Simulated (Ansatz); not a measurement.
Charge-transition levels above the valence-band maximum in rock-salt MgO (eV), each at one geometry relaxed with PBE and evaluated in Ansatz (a program for electronic structure) with PBE, r2SCAN. Host gaps: PBE 4.46 eV, r2SCAN 5.34 eV. Details: 64-site cell; 2×2×2 shifted k-points; charged states image-corrected; no Hubbard U; corrections pass 1 eV, so highly charged states may be off by several tenths; flagged in the runs: for some of the defects host ions not shown at rest.

```
defect                      PBE  r2SCAN
-------------------------  ----  ------
O vacancy (+2/+1)          1.57    1.82
Cr on the Mg site (+1/0)   3.66    3.92
C on the O site (0/−1)     2.46    2.89
Cr on the Mg site (+2/+1)  0.34    0.16
C on the O site (−1/−2)    3.38    3.96
C on the O site (+1/0)     1.43    1.79
O vacancy (+1/0)           2.61    3.09
Co on the Mg site (+1/0)   1.73    1.51
Fe on the Mg site (+1/0)   2.10    2.49
```

PBE less r2SCAN: over the 9 rows with both numbers (drawn at random from the settled rows of this host; unsettled states are left out), mean -0.26 eV, median -0.36 eV, mean size 0.35 eV, from -0.58 to 0.22 eV.
